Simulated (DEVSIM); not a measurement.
System: Mo/Al2O3/p-InP capacitor, at 300 K.

| layer (left to right) | material | thickness (nm) | Na (cm⁻³) |
|---|---|---|---|
| 1 | Al2O3 | 7.50 | - |
| 2 | InP | 1400 | 2.1e17 |

Metal gate on the left, work function 4.6 eV. Fixed charge at the semiconductor interface 2.8e10 cm⁻² (in units of +e); interface traps 4.4e12 cm⁻² eV⁻¹, uniform in energy, neutral level at 0.5 of the gap above the valence band.

Constants are typed, rounded textbook-type inputs, not results; the design itself was drawn at random and stands for no fabricated device. Values at 300 K.

| parameter | Al2O3 | InP |
|---|---|---|
| gap (eV) | 6.8 | 1.344 |
| affinity (eV) | 1.35 | 4.38 |
| permittivity | 9 | 12.5 |
| Nc (cm⁻³) | - | 5.7e17 |
| Nv (cm⁻³) | - | 1.1e19 |

Model (solved in DEVSIM): 1D Poisson equation in equilibrium, Boltzmann statistics, complete ionisation; no quantum confinement or tunnelling. Metal contacts follow the ideal Schottky-Mott rule: no Fermi-level pinning, no interface dipoles.

Base results: flat-band voltage (V) -1.40; capacitance of the dielectric stack (μF/cm²) 1.06; minimum of the low-frequency capacitance (μF/cm²) 0.469.

Q: What follows from this one change: fixed charge 2.8e+10 → 5.128e+12 cm^-2?

A: flat-band voltage -1.40 → -2.17 V; capacitance of the dielectric stack little changed (1.06 μF/cm²); minimum of the low-frequency capacitance little changed (0.469 μF/cm²).

Q: What follows from this one change: Al2O3 thickness 0.0075 → 0.0041 μm?

A: flat-band voltage -1.40 → -1.23 V; capacitance of the dielectric stack 1.06 → 1.94 μF/cm²; minimum of the low-frequency capacitance 0.469 → 0.586 μF/cm².
